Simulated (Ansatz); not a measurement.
Worked example: self-consistent single point of ZnSe (F-43m, 2 atoms in the cell) in Ansatz (a first-principles code).

Method: LDA (PW92), default PAW files made with PBE (plane waves; Ansatz).

```xyz
2
Lattice="0.0000 2.8203 2.8203 2.8203 0.0000 2.8203 2.8203 2.8203 0.0000" Properties=species:S:1:pos:R:3 pbc="T T T"
Zn     0.0000     0.0000     0.0000
Se     4.2304     4.2304     4.2304
```

Reference input (self-consistent single point, DFT, PBE, plane waves, default PAW files): kpoints.mp_grid.grid = 10 10 10; hamiltonian.xc = pbe; hamiltonian.pseudopotentials = {kind: paw} (the program's default PAW files); scf.occupations.method = fermi_dirac; scf.occupations.width = 0.02 eV. This run's input differs from it in these lines:

Ansatz 0.2 input:
```diff
@@ -12,3 +12,3 @@
 hamiltonian:
-  xc: pbe
+  xc: lda
   pseudopotentials:
```

Log, with long lists cut:

```
SCF iter   1: F=—  HF=-8630.839371 eV  |F-HF|=—  |Δ(HF+E_count)|=         —  Δρ=5.39e-3  dr2=7.82e-3  ethr=1.77e-3  ⟨swp⟩=6.0  Hψ=4385  notcnv=0
all-band conjugate gradients solve this SCF's bands
preconditioner: auto → none
SCF iter   2: F=—  HF=-8630.836990 eV  |F-HF|=—  |Δ(HF+E_count)|=   2.38e-3  Δρ=2.04e-3  dr2=8.91e-4  ethr=2.79e-5  ⟨swp⟩=2.0  Hψ=1786  notcnv=0
SCF iter   3: F=—  HF=-8630.836892 eV  |F-HF|=—  |Δ(HF+E_count)|=   9.85e-5  Δρ=1.39e-3  dr2=3.82e-4  ethr=3.18e-6  ⟨swp⟩=2.0  Hψ=1399  notcnv=0
SCF iter   4: F=—  HF=-8630.836797 eV  |F-HF|=—  |Δ(HF+E_count)|=   9.52e-5  Δρ=2.75e-4  dr2=3.06e-5  ethr=1.36e-6  ⟨swp⟩=2.0  Hψ=1232  notcnv=0
SCF iter   5: F=—  HF=-8630.836783 eV  |F-HF|=—  |Δ(HF+E_count)|=   1.33e-5  Δρ=1.98e-5  dr2=1.90e-7  ethr=1.09e-7  ⟨swp⟩=2.0  Hψ=1222  notcnv=0
SCF iter   6: F=-8630.836783 eV  HF=-8630.836783 eV  |F-HF|=3.19e-8  |Δ(HF+E_count)|=   6.54e-8  Δρ=5.68e-6  dr2=9.84e-9  ethr=3.57e-10  ⟨swp⟩=5.5  Hψ=3767  notcnv=0
SCF 1 converged in 6 iterations: F = -8630.836783 eV  dr2 = 9.84e-9
Free energy (F): -8630.836783 eV
Internal energy: -8630.836783 eV  (E = F + TS)
E sigma→0 (E₀):  -8630.836783 eV
Fermi energy:    7.207472 eV
--- Forces (eV/Å), atoms counted from 1 ---
  atom   1  Zn    -0.00000000     0.00000000     0.00000000
  atom   2  Se     0.00000000    -0.00000000    -0.00000000
--- Stress (GPa, compression-positive) ---
       -2.566381       0.000000      -0.000000
        0.000000      -2.566381       0.000000
       -0.000000       0.000000      -2.566381
  P = ⅓ Tr σ = -2.5664 GPa (-25.664 kbar)
  The stress holds the Pulay correction. Without it, at fixed plane waves, as pw.x and ABINIT print it: P = -2.6097 GPa
```

The run converged in 6 iterations. Against the reference run the pressure goes from 3.08 to -2.57 GPa and the gap on the mesh goes from 1.346 to 1.090 eV.

The starting cell comes from a database of computed structures (which also holds hypothetical and non-ambient phases and stackings), without a prior relaxation at this level. Its lattice was rescaled by a random factor within 2.5 % of one. Ansatz's pressure includes its estimate of the finite-basis (Pulay) stress.
